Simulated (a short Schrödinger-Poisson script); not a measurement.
Structure: MOS inversion layer, SiO2 on p-type Si(111), at 300 K.

| layer | material | thickness (nm) | Na (cm⁻³) |
|---|---|---|---|
| 1 | SiO2 | 1.8 | - |
| 2 | Si | 550 | 6.1e17 |

The device is made up for the run: typed textbook-type constants, with dimensions and the other settings drawn at random. SiO2: permittivity 3.9, conduction-band edge (eV) 3.15, gap (eV) 9, electron mass (mₑ) 0.5. Si: permittivity 11.7, conduction-band edge (eV) 0, gap (eV) 1.124, Nv at 300 K (cm⁻³) 3.1e19.

Channel valleys (confinement mass, in-plane density-of-states mass, number): Δ6 0.258, 0.358, 6. At the gate the conduction-band edge of layer 1 lies 3.15 eV − eVg above the Fermi level of the channel; the field vanishes at the back. Gaps are held at their typed values at every temperature. Mesh 0.03 nm at interfaces.

From a short Schrödinger-Poisson script (our own, NumPy): 1D Poisson equation in equilibrium, electrons classical, Boltzmann, parabolic valleys, classical holes, full ionisation, no traps, pinning or gate leakage.

The same stack at other levels of the model or other numerical settings:

```
run                                          sheet density of all electrons at Vg = 0.95 V (cm⁻²)  sheet density of all electrons at Vg = 0.35 V (cm⁻²)  capacitance at Vg = 0.95 V (μF/cm²)  centroid of the channel electrons at Vg = 0.95 V (nm)  rough cost against the base
-------------------------------------------  ----------------------------------------------------  ----------------------------------------------------  -----------------------------------  -----------------------------------------------------  ---------------------------
base                                                                                      7.76e12                                               1.38e12                                 1.80                                                   0.39                      about 1
electrons treated as classical, Fermi-Dirac                                               7.40e12                                               1.34e12                                 1.70                                                   0.54                            4
electrons treated as quantum, Hartree                                                     5.49e12                                               5.14e11                                 1.46                                                   1.98                           20
mesh six times as coarse                                                                  7.60e12                                               1.33e12                                 1.77                                                   0.48                          0.6
```

The classical rows ignore confinement, and Boltzmann statistics overrate the density once the band edge passes the Fermi level.
